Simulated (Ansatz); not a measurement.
**Response to strain in BeTe**

The reference is BeTe in the zinc blende structure (space group F-43m, No. 216).

Space group F-43m (No. 216); a = b = c = 5.6635 Å, α = β = γ = 90.00°

```csv
atom,site,symmetry,x,y,z
Be,4a,-43m,0.0000,0.0000,0.0000
Te,4d,-43m,0.7500,0.7500,0.7500
```
(The calculation used a cell of 2 atoms; values per cell refer to that cell.)

Strains are applied to the cell and any free atomic positions relax.

Method: PBE (Ansatz, an electronic-structure program, PAW, no spin-orbit coupling).

Notes on the quantities. energy relative to the base: free energy F.

| isotropic strain (%) | energy relative to the base (meV/atom) |
|---|---|
| -2 | 15.4 |
| -1.5 | 8.5 |
| -1 | ? |
| -0.5 | 0.9 |
| 0 | 0.0 |
| 0.5 | 0.9 |
| 1 | 3.5 |
| 2 | 13.5 |
| 3 | 29.6 |

Q: Fit ΔE = Aε² + Bε³ (ε in %) to the rows shown and predict the withheld row.

A: Least squares on the printed values gives A = 3.62 and B = -0.11 meV/atom (largest residual 0.1 meV/atom); this predicts 3.7 meV/atom, and the run gives 3.7 meV/atom, in agreement.

No phonon test of stability was made.
